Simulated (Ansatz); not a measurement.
**Pressure series in WSi2**

Take WSi$_{2}$ (space group I4/mmm, No. 139; a = 3.212 Å, c = 7.804 Å) as the base.

Cell and atoms are relaxed at each pressure.

Method: Kohn–Sham DFT with the r2SCAN functional, run in Ansatz (a first-principles code) with PAW and 500 eV plane waves, spin-orbit coupling left out.

```
P (GPa)  V (Å³/atom)
-------  -----------
-2.01         13.533
-1.00         13.473
1.79          13.314
4.19          13.184
9.00          12.944
18.01         12.547
30.00         12.100
45.00         11.635
60.00         11.243
```

Fit a third-order Birch–Murnaghan equation of state.

Least squares on P(V) = (3B₀/2)[(V₀/V)^(7/3) − (V₀/V)^(5/3)]·[1 + (3/4)(B₀′ − 4)((V₀/V)^(2/3) − 1)] gives V₀ = 13.41 Å³/atom, B₀ = 234 GPa and B₀′ = 4.2.

Load acts through the strain it causes; cell and atoms are relaxed under it. Stability against distortions was not tested. No other phases were tried under pressure. The final runs are not spin-polarised.
